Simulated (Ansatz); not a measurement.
# Ga on the Ge site + 1 H (germanium host)

Calculation: PBE, PAW (plane waves to 420 eV; Ansatz, a quantum-chemistry and plane-wave program). Cell and caveats: 64-site cell; 2×2×2 shifted k-points; start: the Ge site; H antibonding at the dopant; the functional closes the host's gap; energies good to tenths of an eV.

Neighbours after relaxation, in Å: of the Ga atom: H 1.74, Ge 2.44, Ge 2.44, Ge 2.44, Ge 3.34; of the H atom: Ge 1.60, Ga 1.74.

Formation energies E_f are those of the neutral cell. Chemical conditions: host crystal and elements as references (Δμ(Ge) = 0.00 eV, Δμ(Ga) = 0.00 eV, Δμ(H) = 0.00 eV; Ga taken from its element, since no compound that bounds it was computed at this level; H taken from its element, since no compound that bounds it was computed at this level; only phases computed here count, gases as isolated molecules at 0 K). Reference phases: Ga: alpha gallium, Ge: germanium, H: H2 molecule in a box.

The name describes the start; the neighbours show where the atoms ended.

```csv
charge,moment (μB),point group,largest move off a lattice site (Å),"E_f, host crystal and elements as references (eV)"
0,not spin-polarised,near C3v,0.46,0.67
```

Point groups are those of the whole cell at tolerances of 0.03 and 0.1 Å ("near" where only the looser one holds); none is given for unsettled states.

No other site or start that was run ended lower by more than 0.1 eV.
